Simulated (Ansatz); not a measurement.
Results of LDA (PAW; Ansatz, a first-principles code) for Sr2BeN2 (model structure, started from the Ca2ZnN2 type, I4/mmm, No. 139, 5 atoms in the cell).

Numerical settings: plane-wave cutoff 520 eV, 12×12×12 k mesh, Fermi–Dirac smearing 0.01 eV, scalar-relativistic PAW data made under PBE.

Cell (relaxed with PBEsol):

```cif
data_Be2N4Sr4
_chemical_formula_sum 'Sr4 Be2 N4'
_space_group_name_H-M_alt 'I4/mmm'
_space_group_IT_number 139
_space_group_name_Hall '-I 4 2'
_cell_length_a 3.77899
_cell_length_b 3.77899
_cell_length_c 11.77526
_cell_angle_alpha 90.000
_cell_angle_beta 90.000
_cell_angle_gamma 90.000
loop_
_atom_site_label
_atom_site_type_symbol
_atom_site_symmetry_multiplicity
_atom_site_Wyckoff_symbol
_atom_site_fract_x
_atom_site_fract_y
_atom_site_fract_z
_atom_site_occupancy
Sr1 Sr 4 e 0.00000 0.00000 0.34818 1
Be1 Be 2 a 0.00000 0.00000 0.00000 1
N1 N 4 e 0.00000 0.00000 0.13117 1
```
(The calculation used a cell of 5 atoms; values per cell refer to that cell.)

### Question
What does this level give for the band gap?

### Answer

- band gap: 0.84 eV

Note: the relaxation could raise the start's symmetry but not lower it, so the cell can be a saddle point; cell and atoms aren't relaxed at this level (largest force component 0.18 eV/Å, pressure -2.8 GPa).

Spin–orbit coupling is not included.

Computed values are for the static lattice.

A model structure was made by putting elements into a prototype or built by hand; it is no filed structure, need not be a known phase, and can be a saddle point held by its symmetry.
